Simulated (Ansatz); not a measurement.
Given:

End structure of the (221) surface of fcc Ni, ferromagnetic in its 1x1 cell, outermost plane spacing 0.59 Å in the ideal cut:

```
CELL_PARAMETERS angstrom
      2.48857     0.00000     0.00000
      0.00000     7.46572     0.00000
      0.00000     0.00000    26.00000
ATOMIC_POSITIONS crystal
  Ni 0.50000 0.71599 0.31247
  Ni 0.00000 0.44336 0.33221
  Ni 0.50000 0.16852 0.35366
  Ni 0.00000 0.89389 0.37448
  Ni 0.50000 0.61244 0.39902
  Ni 0.00000 0.33169 0.42118
  Ni 0.50000 0.05423 0.44342
  Ni 0.00000 0.77761 0.46631
  Ni 0.50000 0.49971 0.48849
  Ni 0.00000 0.22251 0.51151
  Ni 0.50000 0.94461 0.53369
  Ni 0.00000 0.66799 0.55658
  Ni 0.50000 0.39054 0.57882
  Ni 0.00000 0.10978 0.60098
  Ni 0.50000 0.82833 0.62552
  Ni 0.00000 0.55370 0.64634
  Ni 0.50000 0.27887 0.66779
  Ni 0.00000 0.00623 0.68753
```

Slab: 18 atoms, 10.0 Å thick at the start (thin: gaps and levels are the slab's own); k 15x5x1, smearing 0.1 eV, dipole-corrected; all atoms relaxed; symmetry of the start imposed; spin-polarised, no spin-orbit, no U.

### Question
What is the computed surface energy (mean of both faces) (PBE in Ansatz, a first-principles code)?

### Answer
137 meV/Å²

### Question
What is the computed work function of the top face (PBE)?

### Answer
4.75 eV
